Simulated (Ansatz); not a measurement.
An Ansatz (a quantum-chemistry and plane-wave program) input (PBEsol (Ansatz), scalar-relativistic without spin-orbit coupling):

Ansatz 0.2 input:
```yaml
crystal:
  lattice:
    - [4.9712279213, 0, 0]
    - [-2.4856139607, 4.5047710242, 0]
    - [0, 0, 2.9061398669]
  atoms:
    - { symbol: Ta, position: [0, 0, 0] }
    - { symbol: Ta, position: [0.3333333333, 0.6666666667, 0.5] }
    - { symbol: Ta, position: [0.6666666667, 0.3333333333, 0.5] }
    - { symbol: N, position: [0.5, 0, 0] }
    - { symbol: N, position: [0.5, 0.5, 0] }
    - { symbol: N, position: [0, 0.5, 0] }
basis: { ecutwfc: 420, ecutrho_ratio: 4, xc_grid: 2, fft_grid_basis: typed }
kpoints: { mp_grid: { grid: [10, 10, 16] } }
hamiltonian:
  xc: pbesol
  dispersion: none
  pseudopotentials: { kind: paw }
scf: { occupations: { method: fermi_dirac, width: 0.05 }, convergence: { dr2_threshold: 0.0000000006 } }
relax: { f_tol: 0.005, max_steps: 50 }
output: { forces: true, stress: true }
checkpoint: { write: state.ck, write_every: 1000 }
```

Which symmetry and how many k-points will the program report, and about how many plane waves at Γ?

Space group Cmmm (ITA 65) with 8 operations, k-points 279 of 1600, and 1271 plane waves at Γ.

And the final pressure?

14.16 GPa (compression positive).

The cells carry an imposed strain or load. Whether these cells are dynamically stable was not tested. All final runs are without spin polarisation. The cell was made from TaN (space group P6/mmm, No. 191) by this change: uniaxial strain ε_xx = −4.43 %. This is not the structure that TaN has at room temperature and ambient pressure.
